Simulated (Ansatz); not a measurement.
Results of PBE+SOC (plane waves, PAW; Ansatz, a quantum-chemistry and plane-wave program) for InAlN2 (model structure, started from the ScAlN2 type, P3m1, No. 156, 4 atoms in the cell).

Settings: plane-wave cutoff 520 eV, 12×12×6 k mesh (along the axes of the cell as run), Fermi–Dirac smearing 0.01 eV, PAW data made under PBE.

Cell (relaxed with PBEsol):

AlInN$_{2}$ has the trigonal space group P3m1 (No. 156), Pearson symbol hP4. Lattice parameters: a = b = 3.3064 Å, c = 5.4470 Å, α = β = 90.00°, γ = 120.00°. In on 1b is surrounded by 4 N at 2.094–2.175 Å (tetrahedral). N1 on 1b is coordinated by 3 Al at 1.985 Å and 1 In at 2.175 Å (tetrahedral). Al on 1c sees 1 N at 1.866 Å and 3 N at 1.985 Å (tetrahedral). N2 on 1c sees 1 Al at 1.866 Å and 3 In at 2.094 Å (tetrahedral). (Neighbours: up to the widest gap in distance over summed covalent radii, below 1.35, at either atom; cation-cation and far metal-metal contacts left out.)

Task: Give the computed band gap.

Result: 
- band gap: 1.00 eV (direct)

Note: the relaxation could raise the start's symmetry but not lower it, so the cell can be a saddle point; cell and atoms aren't relaxed at this level (pressure 4.4 GPa).

Static lattice: no zero-point or thermal effects.

A model structure was made by putting elements into a prototype or built by hand; it is no filed structure, need not be a known phase, and can be a saddle point held by its symmetry.
